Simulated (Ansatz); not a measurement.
Consider W in the bcc (W type) structure (space group Im-3m, No. 229; relaxed with 0.1 eV smearing).

```yaml
crystal:
  lattice:
    - [-1.57711, 1.57711, 1.57711]
    - [1.57711, -1.57711, 1.57711]
    - [1.57711, 1.57711, -1.57711]
  atoms:
    - { symbol: W, position: [0.00000, 0.00000, 0.00000] }
```

Cartesian axes are those of the cell as printed.

Computed with PBEsol (Ansatz, an electronic-structure program; PAW; 420 eV plane waves; spin-orbit coupling left out).

Before the change:

The pressure comes out as 0.0 GPa and the band gap is zero.

One thing is altered: tensile biaxial strain of 0.50 % in the plane normal to [001], as in epitaxy on a mismatched substrate; the out-of-plane cell vector and the atoms relax.

Q: Estimate the effect on the pressure.

A: The pressure (mean of the normal stresses, compression positive) goes from zero to -1.9 GPa.

Q: Predict the new out-of-plane strain.

A: The out-of-plane strain amounts to -0.38 %.

Q: How does this affect the energy relative to the base?

A: The energy grows by 1.4 meV/atom.

Q: Estimate the effect on the band gap.

A: The band gap is still zero.

Whether these cells are dynamically stable was not tested. The final runs are not spin-polarised.
